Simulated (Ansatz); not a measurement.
Base system: CdSe in the zinc blende structure (space group F-43m, No. 216).

```xyz
2
Lattice="0.0000 3.0408 3.0408 3.0408 0.0000 3.0408 3.0408 3.0408 0.0000" Properties=species:S:1:pos:R:3 pbc="T T T"
Cd     0.0000     0.0000     0.0000
Se     1.5204     1.5204     1.5204
```

Cartesian axes are those of the cell as printed.

Method: PBEsol (Ansatz, a program for electronic structure, PAW, without spin-orbit coupling).

Modification: an isotropic linear strain of +3.00 %, atoms relaxed at fixed cell.

Problem. Predict the stress tensor and what it implies for the stiffness.

Solution. Stress of the strained cell less that of the base (GPa, compression positive):
```
  -3.75    0.00    0.00
   0.00   -3.75    0.00
   0.00    0.00   -3.75
```

Then B = −ΔP/(ΔV/V₀) with ΔV/V₀ = 0.0927 gives secant stiffness values (nonlinear terms included at this strain): B ≈ 40 GPa.

As a check, the harmonic strain energy −½ V₀ Δσ:ε is 30 meV/atom; the computed energy rise is 33 meV/atom.

Whether these cells are dynamically stable was not tested.
